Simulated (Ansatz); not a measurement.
Reference: monolayer SnSe2, PBE, rigid bands (plane waves, PAW, scalar-relativistic; Ansatz, a quantum-chemistry and plane-wave program); geometry: cell and atoms relaxed with PBE.

```
CELL_PARAMETERS angstrom
      3.86814     0.00000     0.00000
     -1.93407     3.34991     0.00000
      0.00000     0.00000    19.09975
ATOMIC_POSITIONS crystal
  Sn 0.00000 0.00000 0.50000
  Se 0.33333 0.66667 0.58352
  Se 0.66667 0.33333 0.41648
```

| Property | Value |
|---|---|
| band gap | 0.79 eV |
| electron conductivity mass | 0.34 mₑ |

Swap Se for S, keeping the structure type. How do these values move?

band gap rises (0.79 eV to 1.57 eV); electron conductivity mass rises (0.34 mₑ to 0.40 mₑ).

Swap Sn for Zr, keeping the structure type. How do these values move?

band gap falls (0.79 eV to 0.50 eV); electron conductivity mass rises (0.34 mₑ to 0.39 mₑ).

Swap Sn for Pt, keeping the structure type. How do these values move?

band gap rises (0.79 eV to 1.38 eV); electron conductivity mass stays about the same (0.34 mₑ to 0.33 mₑ).

Moves up to 5 % count as about the same. Masses are for dilute carriers at 300 K, harmonic means over directions unless an axis is named. Spin-orbit coupling is left out.

Model free-standing layer, not matched to a measured one here: monolayer PtSe2, monolayer SnSe2, monolayer ZrSe2. The missing spin-orbit coupling matters most for monolayer PtSe2.
